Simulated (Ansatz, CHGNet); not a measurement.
For NbSi2 (P6₂22, No. 180), the machine-learned potential CHGNet 0.3.0 (trained on PBE and PBE+U data) gives:

| Property | Value |
|---|---|
| equilibrium lattice constant a | 4.828 Å |
| lattice parameter c | 6.579 Å |

Q: What does r²SCAN+rVV10 in Ansatz (plane waves, PAW) give for the same quantities?

A: 
- lattice constant a: 4.787 Å (falls by 0.8 %)
- lattice parameter c: 6.573 Å (drops by 0.1 %)

Changes are worked out from the printed values.

Unless a cell is named, each level is at its own relaxed cell (CHGNet 0.3.0 14.76, r²SCAN+rVV10 14.50 Å³/atom).

Ansatz's density-functional and Hartree–Fock values are scalar-relativistic unless marked +SOC, with PAW data made under PBE.

Ansatz is a first-principles code.
